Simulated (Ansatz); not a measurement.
Cu under load (space group Fm-3m), PBEsol, DFPT electron-phonon coupling, linearised Boltzmann equation (Ansatz, a program for electronic structure). Condition of this run: hydrostatic pressure 30 GPa (the target of the relaxation). Phonon-limited resistivity 1.19 μΩ·cm at 300 K, 1.65 μΩ·cm at 400 K, current-weighted mean free path 52 nm, Drude plasma energy 9.66 eV.

Q: What Drude relaxation time do resistivity and plasma energy imply?

A: ω_p = 1.47e16 s⁻¹, so τ = 1/(ε₀ ω_p² ρ) = 44.1 fs, a damping ħ/τ of 14.9 meV.

Q: What is the classical skin depth at 10 GHz (nonmagnetic, μ₀ = 1.257×10⁻⁶ H/m)?

A: δ = √(ρ/(π f μ₀)) = 549 nm.

Q: What temperature coefficient of resistance follows, and how does it compare with 1/T?

A: (ρ₄₀₀ − ρ₃₀₀)/(100 K × ρ₃₀₀) = 3.87×10⁻³ K⁻¹, against 1/T = 3.33×10⁻³ K⁻¹ for a resistivity proportional to T. It lies higher because phonons are still being populated at 300 K; impurities would add a constant and lower it.

A metal at this level (no band gap). Only scattering by harmonic phonons is included (no impurities, grain boundaries, electron-electron scattering or thermal expansion). Spin-orbit coupling is left out. Halving the electron mesh (40x40x40) moves the resistivity by up to 1 % at 300 K, the mean free path by up to 1 %. Smearing 0.20 eV; phonons on a 7x7x7 q mesh, which this run doesn't test.
